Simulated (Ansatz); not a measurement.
H interstitial in metastable 2H silicon carbide (start: void with 3C3Si nearest; 96-site cell, 2×2×2 shifted sampling). The numbers are results of PBE, PAW (plane waves to 420 eV; Ansatz, an electronic-structure program), not measurements. Total energies of the localised charge states, counted from that of charge +1, and their image corrections (point charge with alignment); the host's valence-band maximum lies at 9.434 eV on the cells' energy zero and its gap is 2.31 eV.

```tsv
charge	moment (μB)	E − E(first) (eV)	correction (eV)
+1	not spin-polarised	0.000	0.208
0	1.0	11.261	0.001
−1	not spin-polarised	21.251	0.166
```

Task: Derive the transition levels above the valence-band maximum and say which of them are thermodynamic.

Result: A level is the Fermi energy at which two charges have equal formation energy: ε(q/q′) = [E(q′) + corr(q′) − E(q) − corr(q)] / (q − q′) − E_VBM.
ε(+1/0) = [(11.261 + 0.001) − (0.000 + 0.208)] / 1 − 9.434 = 1.62 eV
ε(0/−1) = [(21.251 + 0.166) − (11.261 + 0.001)] / 1 − 9.434 = 0.72 eV
Charge 0 lies above the lower envelope where its neighbours cross, so the level that counts is ε(+1/−1) = [(21.251 + 0.166) − (0.000 + 0.208)] / 2 − 9.434 = 1.17 eV.
Thermodynamic levels at least 0.1 eV inside the gap: (+1/−1) at 1.17 eV. They hold to tenths of an eV in this cell. Only the charges listed were compared. The geometries come from one start. Flagged in the runs: a host whose relaxation on this sampling wasn't shown to rest.
